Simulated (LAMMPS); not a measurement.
MD of Cu (fcc) at zero pressure, 4000 atoms, as a crystal; each row is its own run.

Level of theory: classical MD, pair style eam, the elements' _u3.eam files (universal-3 set of Foiles, Baskes and Daw) (LAMMPS).

```
T (K)  enthalpy (eV/atom)
-----  ------------------
200               -3.4877
300               -3.4612
610               -3.3774
810               -3.3211
1220              -3.1982
1430              -3.1280
```

Fit a straight line, y = a + b x, to these rows (x is the first column, y the second) and predict the run at x = 1020.

Least squares gives a = -3.5505 and b = 0.0002909. At x = 1020 the fit predicts -3.2538 eV/atom. The run itself gave -3.2597 ± 0.0002 eV/atom, so the fit is 5.9 meV/atom high.

Caution (row 1430): this crystal lies over the melting point of about 1290 K that EAM-type universal-3 set of Foiles, Baskes and Daw gives, so it is superheated.
